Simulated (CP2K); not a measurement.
CP2K is run on SiO2 (P6_422, 9 atoms in the cell), and the run fails. The aim is a self-consistent single point with DFT LDA (Pade form), GPW, DZVP-MOLOPT-SR-GTH basis, GTH-PADE potentials (GTH_POTENTIALS).

Input as run:

```
&GLOBAL
  PROJECT scf
  RUN_TYPE ENERGY_FORCE
  PRINT_LEVEL MEDIUM
&END GLOBAL
&FORCE_EVAL
  METHOD Quickstep
  STRESS_TENSOR ANALYTICAL
  &DFT
    BASIS_SET_FILE_NAME BASIS_MOLOPT
    POTENTIAL_FILE_NAME GTH_POTENTIALS
    &QS
      METHOD GPW
      EPS_DEFAULT 1E-10
    &END QS
    &MGRID
      CUTOFF 450
      REL_CUTOFF 60
      NGRIDS 4
    &END MGRID
    &SCF
      SCF_GUESS ATOMIC
      EPS_SCF 1E-6
      MAX_SCF 100
      ADDED_MOS 9
      &DIAGONALIZATION
        ALGORITHM STANDARD
      &END DIAGONALIZATION
      &MIXING
        METHOD BROYDEN_MIXING
        ALPHA 0.4
        NBUFFER 8
        BETA 1
      &END MIXING
      &SMEAR ON
        METHOD FERMI_DIRAC
        ELECTRONIC_TEMPERATURE [K] 232.09
      &END SMEAR
    &END SCF
    &KPOINTS
      SCHEME MONKHORST-PACK 4 4 3
      GAMMA_CENTERED T
    &END KPOINTS
    &XC
      &XC_FUNCTIONAL PADE
      &END XC_FUNCTIONAL
    &END XC
    &PRINT
      &MO
        EIGENVALUES T
        OCCUPATION_NUMBERS T
        NDIGITS 8
        FILENAME mo
        &EACH
          QS_SCF 0
        &END EACH
        ADD_LAST NUMERIC
      &END MO
      &MULLIKEN ON
      &END MULLIKEN
    &END PRINT
  &END DFT
  &SUBSYS
    &CELL
      A 9.34209200 0.00000000 0.00000000
      B -4.67104600 8.09048800 0.00000000
      C 0.00000000 0.00000000 10.22973900
      PERIODIC XYZ
    &END CELL
    &COORD
      SCALED
      Si       0.00000000     0.50000000     0.33333300
      Si       0.50000000     0.00000000     0.00000000
      Si       0.50000000     0.50000000     0.66666700
      O        0.58279000     0.79139500     0.83333300
      O        0.79139500     0.58279000     0.50000000
      O        0.20860500     0.79139500     0.16666700
      O        0.41721000     0.20860500     0.83333300
      O        0.20860500     0.41721000     0.50000000
      O        0.79139500     0.20860500     0.16666700
    &END COORD
    &KIND Si
      BASIS_SET DZVP-MOLOPT-SR-GTH-q4
      POTENTIAL GTH-PADE-q4
    &END KIND
    &KIND O
      BASIS_SET DZVP-MOLOPT-SR-GTH-q6
      POTENTIAL GTH-PADE-q6
    &END KIND
  &END SUBSYS
  &PRINT
    &FORCES ON
    &END FORCES
    &STRESS_TENSOR ON
    &END STRESS_TENSOR
  &END PRINT
&END FORCE_EVAL
```

Output (repeated stretches shortened):

```
 SCF WAVEFUNCTION OPTIMIZATION

  Step     Update method      Time    Convergence         Total energy    Change
     1 NoMix/Diag. 0.40E+00      -     0.59200086      -105.8573701819 -1.06E+02
     2 Broy./Diag. 0.40E+00      -     0.56153990      -100.5875255339  5.27E+00
     3 Broy./Diag. 0.40E+00      -     0.41314929      -109.8827427680 -9.30E+00
     4 Broy./Diag. 0.40E+00      -     0.34392142      -108.8214451323  1.06E+00
     5 Broy./Diag. 0.40E+00      -     0.48117784      -107.5893048827  1.23E+00
     6 Broy./Diag. 0.40E+00      -     0.25763652      -107.1252703419  4.64E-01
   [... 90 lines left out ...]
    97 Broy./Diag. 0.40E+00      -     0.23261695      -106.5425375312 -2.30E-04
    98 Broy./Diag. 0.40E+00      -     0.34885698      -106.5482274174 -5.69E-03
    99 Broy./Diag. 0.40E+00      -     0.31929598      -106.5398812817  8.35E-03
   100 Broy./Diag. 0.40E+00      -     0.26889583      -106.5437215093 -3.84E-03
  Leaving inner SCF loop after reaching   100 steps.

  Overlap energy of the core charge distribution:               0.00000000000000
  Self energy of the core charge distribution:               -276.84563305347939
  Core Hamiltonian energy:                                     72.82790394184755
   [... lines left out ...]
  Fermi energy:                                                -0.20107105133517
  Total energy:                                              -106.54372150926905
   [... lines left out ...]
 * [ABORT]                                                                     *
 *  \___/     SCF run NOT converged. To continue the calculation regardless,   *
 *    |             please set the keyword IGNORE_CONVERGENCE_FAILURE.         *
 *  O/|                                                                        *
 * /| |                                                                        *
 * / \                                                            qs_scf.F:702 *
 *******************************************************************************

 ===== Routine Calling Stack =====

            4 scf_env_do_scf
            3 qs_energies
            2 qs_forces
            1 CP2K
Abort(1) on node 0 (rank 0 in comm 0): application called MPI_Abort(MPI_COMM_WORLD, 1) - process 0
```

### Question
Diagnose the run.

### Answer
The fault is this: cell typed in bohr and read as Angstrom. 1 bohr is 0.529 Å, so a mix-up scales every length by 1.89 or 0.529 and the volume by 6.75 or 0.148. To fix it, give the lengths in the unit that the key or card expects. The run ended unconverged after 100 iterations.

An input that runs soundly differs in these lines (not the only fix; some lines may just follow from the change or write a value another way):
```diff
-      A 9.34209200 0.00000000 0.00000000
-      B -4.67104600 8.09048800 0.00000000
-      C 0.00000000 0.00000000 10.22973900
+      A 4.94362200 0.00000000 0.00000000
+      B -2.47181100 4.28130200 0.00000000
+      C 0.00000000 0.00000000 5.41334500
```

With that input, the run converged in 14 iterations: free energy E − TS -2952.6084 eV; top of the valence band (on the code's own zero) 1.14 eV; gap on the k-point mesh 7.56 eV; pressure 11.87 GPa; largest force (vector length) 0.675 eV/Å (DFT LDA (Pade form), GPW, DZVP-MOLOPT-SR-GTH basis, GTH-PADE potentials (GTH_POTENTIALS)).

On the sound input: the starting cell comes from a database of computed structures (which also holds hypothetical and non-ambient phases and stackings), without a prior relaxation at this level. Its lattice was rescaled by a random factor within 2.5 % of one. Values carry the incompleteness of an atom-centred basis. With a pressure of about 12 GPa the cell is away from its equilibrium volume at this level.
